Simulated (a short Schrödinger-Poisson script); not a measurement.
System: symmetric double-gate stack, HfO2 on p-type Si(100), at 300 K.

```csv
layer,material,thickness (nm),Na (cm⁻³)
1,HfO2,4.3,-
2,Si,14,9e15
3,HfO2,4.3,-
```

Constants are typed, rounded textbook-type inputs, not results; the design itself was drawn at random and stands for no fabricated device. HfO2: permittivity 22, conduction-band edge (eV) 1.55, gap (eV) 5.7, electron mass (mₑ) 0.2. Si: permittivity 11.7, conduction-band edge (eV) 0, gap (eV) 1.124, Nv at 300 K (cm⁻³) 3.1e19.

Channel valleys (confinement mass, in-plane density-of-states mass, number): Δ2 0.916, 0.19, 2; Δ4 0.19, 0.417, 4. At the gates, both at one voltage, the conduction-band edge of layer 1 lies 1.71 eV − eVg above the Fermi level of the channel. Gaps are held at their typed values at every temperature. Mesh 0.03 nm at interfaces.

From a short Schrödinger-Poisson script (our own, NumPy): 1D Poisson equation in equilibrium, electrons quantum, Hartree (BenDaniel-Duke, 12 states a valley, the channel's in-plane mass for all, wave functions ending at the dielectric), parabolic valleys, classical holes, full ionisation, no traps, pinning or gate leakage.

Q: List the lowest subbands of each valley and their electrons at Vg = 0.85 V.

A: 
| valley | subband | energy from the Fermi level (meV) | electrons (cm⁻²) | share (%) |
|---|---|---|---|---|
| Δ2 | 0 | -43.2 | 7.56e12 | 32.1 |
| Δ2 | 1 | -43.2 | 7.56e12 | 32.1 |
| Δ2 | 2 | 45.8 | 6.45e11 | 2.7 |
| Δ4 | 0 | 39.8 | 3.49e12 | 14.9 |
| Δ4 | 1 | 46.0 | 2.81e12 | 12.0 |
| Δ4 | 2 | 103.9 | 3.20e11 | 1.4 |

All electrons: 2.35e13 cm⁻².
